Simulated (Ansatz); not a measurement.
The starting structures come from a database of crystals and need not be the phases stable at ambient conditions.

 Where the default PAW files enter, the runs use the earlier of Ansatz's two default sets.

# Evanescent states of CdMoO$_{4}$ (I4_1/a, not sure to be the ambient phase, 12 atoms a cell, 12.5 Å³ an atom) along the normal of (110)

The numbers are results of PBEsol (plane waves, PAW; Ansatz, an electronic-structure program), not measurements.

The gap is the functional's own, uncorrected, and κ follows it; spin-orbit coupling is left out. Mid-gap values are interpolated between the computed energies.

Energies count from the valence-band top; κ is the least over a 6×6 mesh across the current.

```csv
E (eV),κ (1/Å),where
0.06,0.131,Γ
0.18,0.212,Γ
0.30,0.266,Γ
0.42,0.306,Γ
0.54,0.339,Γ
0.66,…,off Γ
0.78,…,off Γ
0.90,…,off Γ
1.02,…,off Γ
1.14,…,off Γ
1.26,…,off Γ
1.38,…,off Γ
1.50,…,off Γ
1.62,…,off Γ
1.74,…,off Γ
1.86,0.267,off Γ
1.98,0.240,off Γ
2.10,0.206,off Γ
2.22,0.160,off Γ
2.34,0.079,off Γ
```

Q: Complete the blanks.

A: 
- 0.66, κ (1/Å): 0.362
- 0.78, κ (1/Å): 0.363
- 0.90, κ (1/Å): 0.363
- 1.02, κ (1/Å): 0.359
- 1.14, κ (1/Å): 0.354
- 1.26, κ (1/Å): 0.346
- 1.38, κ (1/Å): 0.336
- 1.50, κ (1/Å): 0.323
- 1.62, κ (1/Å): 0.308
- 1.74, κ (1/Å): 0.289
